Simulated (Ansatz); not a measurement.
SnS2 (P-3m1), PBEsol+D3BJ with spin-orbit coupling, rigid bands in Ansatz (an electronic-structure program): N_c = 3.56e19 cm⁻³ at 300 K and an electron conductivity mass of 0.330 mₑ along z (a = (3.63, 0.00, 0.00) Å; b = (-1.81, 3.14, 0.00) Å; c = (0.00, 0.00, 5.57) Å).

Problem. For 1e16 electrons per cm³ at 300 K, place the Fermi level, estimate the Seebeck coefficient of a parabolic band with constant τ, and give mobility and conductivity for τ = 10 fs.

Solution. The level lies k_BT ln(N_c/n) = 0.211 eV below the conduction-band minimum. S ≈ −(k_B/e)[ln(N_c/n) + 5/2] = -920 μV/K, against -915 μV/K from the full bands (mean over directions). μ = eτ/m = 53.3 cm²/(V·s) and σ = neμ = 0.0854 S/cm. τ is assumed, not computed.

Band transport and this doping are assumed; polarons and phonon drag are left out. Geometry: cell and atoms relaxed with PBEsol+D3(BJ).

PBEsol with a dispersion correction tends to overbind, so the cell can be several per cent short, in bad cases over ten, which usually narrows a gap: SnS2 (P-3m1).
